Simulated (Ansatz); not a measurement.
Base system: MgTe in the zinc blende structure (space group F-43m, No. 216; a = 6.368 Å). Axes: x, y, z lie along the cube axes.

Computed with Ansatz (a program for electronic structure), LDA, PAW, cutoff 420 eV, no spin-orbit coupling.

Before the change:

| Item | Result |
|---|---|
| Valley order | Γ 2.38 eV; X along ⟨100⟩ 2.66 eV; L along ⟨111⟩ 3.17 eV |
| Volume per atom | 32.28 Å³ |

Modification: compressive biaxial strain of 2.50 % in the plane normal to [001], as in epitaxy on a mismatched substrate; the out-of-plane cell vector and the atoms relax.

Question: How does this affect the valley order?

Answer: The valley order (the lowest conduction-band minima on the path, energy above the VBM, named in the base's zone) changes from Γ 2.38 eV; X along ⟨100⟩ 2.66 eV; L along ⟨111⟩ 3.17 eV to Γ 2.38 eV; X along [010] 2.52 eV; X along [001] 2.69 eV; L along [111] 3.10 eV.

Question: Estimate the effect on the energy relative to the base.

Answer: The energy rises by 4.7 meV/atom.

Question: What happens to the volume per atom?

Answer: The volume per atom drops by 0.56 Å³ to 31.72 Å³.

Spin-orbit coupling, missing from the scalar runs, can matter with Te. The levels and masses belong to the bands next to the band gap. Whether these cells are dynamically stable was not tested.
